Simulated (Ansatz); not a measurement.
Worked example: self-consistent single point of the (001) slab of La2O3 (cut from a parent of space group no. 164; 10 atoms in the cell) in Ansatz (a program for electronic structure).

Method: PBE (plane waves, PAW; Ansatz).

```xyz
10
Lattice="3.9597 0.0000 0.0000 -1.9799 3.4292 0.0000 0.0000 0.0000 24.5101" Properties=species:S:1:pos:R:3 pbc="T T T"
La     0.0000     2.2861    10.6964
La     1.9799     1.1431     7.6530
O      0.0000     0.0000     9.1747
O      0.0000     2.2861     7.0000
O      1.9799     1.1431    11.3494
La     0.0000     2.2861    16.8570
La     1.9799     1.1431    13.8137
O      0.0000     0.0000    15.3354
O      0.0000     2.2861    13.1606
O      1.9799     1.1431    17.5101
```

Reference input (self-consistent single point, DFT, PBE, plane waves, default PAW files): basis.ecutwfc = 420 eV; kpoints.mp_grid.grid = 7 7 1; hamiltonian.xc = pbe; hamiltonian.pseudopotentials = {kind: paw} (the program's default PAW files); scf.occupations.method = fermi_dirac; scf.occupations.width = 0.05 eV. This run's input differs from it in these lines:

Ansatz 0.2 input:
```diff
@@ -21,3 +21,3 @@
   mp_grid:
-    grid: [7, 7, 1]
+    grid: [8, 8, 1]
 hamiltonian:
```

Output, abridged:

```
SCF iter   1: F=—  HF=-28422.999969 eV  |F-HF|=—  |Δ(HF+E_count)|=         —  Δρ=2.33e-3  dr2=2.46e-2  ethr=1.77e-3  ⟨swp⟩=8.5  Hψ=2429  notcnv=0
all-band conjugate gradients solve this SCF's bands
preconditioner: auto → Resta (q_TF=auto, 2.151 Å⁻¹)
SCF iter   2: F=—  HF=-28423.002475 eV  |F-HF|=—  |Δ(HF+E_count)|=   2.51e-3  Δρ=1.89e-3  dr2=8.42e-3  ethr=3.08e-5  ⟨swp⟩=4.1  Hψ=1133  notcnv=0  defer=36
   [... lines left out ...]
SCF iter   5: F=—  HF=-28423.002806 eV  |F-HF|=—  |Δ(HF+E_count)|=   2.21e-4  Δρ=3.32e-5  dr2=3.49e-6  ethr=7.62e-8  ⟨swp⟩=2.5  Hψ=897  notcnv=0  defer=35
SCF iter   6: F=—  HF=-28423.002809 eV  |F-HF|=—  |Δ(HF+E_count)|=   2.92e-6  Δρ=2.95e-5  dr2=2.84e-6  ethr=4.37e-9  ⟨swp⟩=2.0  Hψ=843  notcnv=0  defer=35
SCF iter   7: F=—  HF=-28423.002809 eV  |F-HF|=—  |Δ(HF+E_count)|=   2.02e-7  Δρ=7.11e-6  dr2=1.52e-7  ethr=3.55e-9  ⟨swp⟩=2.1  Hψ=805  notcnv=0  defer=35
SCF iter   8: F=-28423.002809 eV  HF=-28423.002809 eV  |F-HF|=1.51e-8  |Δ(HF+E_count)|=   2.28e-7  Δρ=3.07e-6  dr2=3.00e-8  ethr=1.25e-10  ⟨swp⟩=22.5  Hψ=3026  notcnv=0
SCF 1 converged in 8 iterations: F = -28423.002809 eV  dr2 = 3.00e-8
Free energy (F): -28423.002809 eV
Internal energy: -28423.002809 eV  (E = F + TS)
E sigma→0 (E₀):  -28423.002809 eV
Fermi energy:    3.828806 eV
--- Forces (eV/Å), atoms counted from 1 ---
  atom   1  La    -0.00000000     0.00000000    -0.03250132
  atom   2  La    -0.00000000    -0.00000000    -0.31864805
  atom   3  O      0.00000000     0.00000000     0.08410627
  atom   4  O     -0.00000000    -0.00000000     0.28360945
  atom   5  O      0.00000000     0.00000000     0.04945272
  atom   6  La     0.00000000     0.00000000     0.31864805
  atom   7  La     0.00000000    -0.00000000     0.03250132
  atom   8  O     -0.00000000    -0.00000000    -0.08410627
  atom   9  O      0.00000000    -0.00000000    -0.04945272
  atom  10  O      0.00000000     0.00000000    -0.28360945
--- Stress (GPa, compression-positive) ---
       -3.307151      -0.000000      -0.000000
       -0.000000      -3.307151       0.000000
       -0.000000       0.000000      -0.267998
  P = ⅓ Tr σ = -2.2941 GPa (-22.941 kbar)
  The stress holds the Pulay correction. Without it, at fixed plane waves, as pw.x and ABINIT print it: P = -2.5108 GPa
```

The run converged in 8 iterations. Against the reference run the free energy hardly moves (within 1 meV/atom), the largest force stays at 0.319 eV/Å and the gap on the mesh goes from 3.978 to 3.934 eV.

The starting cell has typed, rounded lattice constants, without a prior relaxation at this level. The slab is cut from that crystal, and its faces are unrelaxed. Its lattice was rescaled by up to half a per cent. Spin polarisation is off, though cut faces can carry moments; a gap of a slab can lie between surface states.
